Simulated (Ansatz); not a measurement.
BaMgF4 (Cmc2_1), PBEsol, rigid bands in Ansatz (an electronic-structure program). Band gap 6.99 eV, N_c = 9.52e18 cm⁻³ and N_v = 1.94e21 cm⁻³ at 300 K, conductivity masses along x (a = (2.05, -7.28, 0.00) Å; b = (2.05, 7.28, 0.00) Å; c = (0.00, 0.00, 5.82) Å) of 0.577 mₑ (electrons) and 4.48 mₑ (holes). Take k_BT = 0.02585 eV.

Problem. Find the intrinsic carrier density and the intrinsic Fermi level.

Solution. n_i = √(N_c N_v) exp(−E_g/2k_BT) = 1.36e20 × exp(−135.19) = 2.6e-39 cm⁻³. The level lies (k_BT/2) ln(N_v/N_c) = 69 meV from mid-gap (positive towards the conduction band). Each 0.1 eV added to the gap lowers n_i by a factor of 6.9.

Problem. A film of it is 8 nm thick, with its normal along the direction named. Estimate the confinement energies in an infinite well.

Solution. ħ²π²/(2m t²) = 0.376 eV·nm²/(m/mₑ × t²) gives 10.2 meV for electrons and 1.31 meV for holes, so the gap would widen to about 7.00 eV. Finite barriers and nonparabolic bands lower this, and with several valleys or bands the heaviest mass along the normal sets the lowest level, not this average.

Problem. What thermal injection velocity √(2k_BT/πm) limits a ballistic channel along the direction named?

Solution. 7.08e6 cm/s for electrons and 2.54e6 cm/s for holes, a ratio of √(m_h/m_e) = 2.79, for dilute carriers.

Rigid bands with the computed gap; masses take one relaxation time for all states. Spin-orbit coupling is left out; where it splits the top of the valence band, N_v and the p-type Seebeck coefficient come out somewhat high without it.

Formula and space group known from diffraction (Crystallography Open Database), not checked to be the room-temperature form: BaMgF4 (Cmc2_1).
